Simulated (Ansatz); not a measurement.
Consider BeTe in the zinc blende structure (space group F-43m, No. 216; a = 5.6569 Å). Axes: x, y, z lie along the cube axes.

Modification: uniaxial strain ε_yy = +3.13 %, all other strain components held at zero, atoms relaxed at fixed cell.

Levels (all Ansatz, an electronic-structure program, PAW): r2SCAN (500 eV, spin-orbit coupling left out); HSE06 (420 eV, without spin-orbit coupling).

The geometry is relaxed with r2SCAN.

| Item | Value |
|---|---|
| r2SCAN lowest conduction level above the VBM at special points | X 2.32 eV; M 2.53 eV; S 3.31 eV; Γ 4.00 eV |

With HSE06 at the same geometry, the lowest conduction level above the VBM at special points changes from X 2.32 eV; M 2.53 eV; S 3.31 eV; Γ 4.00 eV to X 2.64 eV; M 2.85 eV; S 3.66 eV; Γ 4.38 eV.

Single points use the geometry relaxed with r2SCAN. HSE06 gaps are upper bounds (no full band path). The levels and masses belong to the bands next to the band gap. No phonon test of stability was made. Labels are those of the standard path for the cell's own space group.
